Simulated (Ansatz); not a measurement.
**InSb, response to strain**

The parent structure is InSb in the zinc blende structure (space group F-43m, No. 216; a = 6.556 Å). Axes: x, y, z lie along the cube axes.

Strains are applied to the cell and any free atomic positions relax; under biaxial strain the out-of-plane vector relaxes too.

Level of theory: r2SCAN in Ansatz (plane waves to 500 eV, PAW, without spin-orbit coupling).

Notes on the quantities. energy relative to the base: free energy F; pressure: mean of the normal stresses, compression positive.

| change | energy relative to the base | volume per atom | pressure | space group |
|---|---|---|---|---|
| base | 0 meV/atom | 35.22 Å³ | 0.0 GPa | F-43m (No. 216) |
| biaxial strain −0.78 %, plane normal [001], relaxed out of plane | +0.9 meV/atom | 34.96 Å³ | 0.3 GPa | I-4m2 (No. 119) |
| biaxial strain −0.27 %, plane normal [001], relaxed out of plane | +0.1 meV/atom | 35.13 Å³ | 0.1 GPa | I-4m2 (No. 119) |
| biaxial strain +0.38 %, plane normal [001], relaxed out of plane | +0.2 meV/atom | 35.35 Å³ | -0.2 GPa | I-4m2 (No. 119) |
| biaxial strain +0.54 %, plane normal [001], relaxed out of plane | +0.4 meV/atom | 35.40 Å³ | -0.2 GPa | I-4m2 (No. 119) |
| uniaxial strain ε_xx = −4.28 % | ? | 33.71 Å³ | 2.1 GPa | I-4m2 (No. 119) |
| uniaxial strain ε_xx = −3.61 % | ? | 33.95 Å³ | 1.7 GPa | I-4m2 (No. 119) |
| uniaxial strain ε_yy = +1.10 % | +0.8 meV/atom | 35.61 Å³ | ? | I-4m2 (No. 119) |
| tensor shear ε_xz = +1.45 % | +2.7 meV/atom | 35.21 Å³ | 0.0 GPa | Imm2 (No. 44) |
| tensor shear ε_yz = +0.66 % | ? | 35.22 Å³ | 0.0 GPa | Imm2 (No. 44) |

### Question
Complete the table.

### Answer

- uniaxial strain ε_xx = −4.28 %, energy relative to the base: +13 meV/atom
- uniaxial strain ε_xx = −3.61 %, energy relative to the base: +9.4 meV/atom
- uniaxial strain ε_yy = +1.10 %, pressure: -0.5 GPa
- tensor shear ε_yz = +0.66 %, energy relative to the base: +0.6 meV/atom

Stability against distortions was not tested. All final runs are without spin polarisation.

Ansatz is an electronic-structure program.
